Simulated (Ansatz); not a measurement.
# Rb$_{3}$As (space group P6/mmm, No. 191; a hypothetical phase, not in the database extracts checked)

```cif
data_AsRb3
_chemical_formula_sum 'Rb3 As1'
_space_group_name_H-M_alt 'P6/mmm'
_space_group_IT_number 191
_space_group_name_Hall '-P 6 2'
_cell_length_a 6.18618
_cell_length_b 6.18618
_cell_length_c 6.76787
_cell_angle_alpha 90.000
_cell_angle_beta 90.000
_cell_angle_gamma 120.000
loop_
_atom_site_label
_atom_site_type_symbol
_atom_site_symmetry_multiplicity
_atom_site_Wyckoff_symbol
_atom_site_fract_x
_atom_site_fract_y
_atom_site_fract_z
_atom_site_occupancy
Rb1 Rb 1 b 0.00000 0.00000 0.50000 1
Rb2 Rb 2 c 0.33333 0.66667 0.00000 1
As1 As 1 a 0.00000 0.00000 0.00000 1
```

Computed with PBEsol (Ansatz, an electronic-structure program, PAW, no SOC). Γ-centred 9×9×7 mesh, Fermi–Dirac width 0.05 eV.

```yaml
volume_per_atom: 56.07 Å³
density: 2.45 g/cm³
band_gap: zero
total_energy: -3616.209 eV/atom (σ→0; compares only within this code and set-up)
```

No phonon test of stability was made. All final runs are without spin polarisation. A zero or small gap of Rb3As can be the functional's error rather than a property of the material.
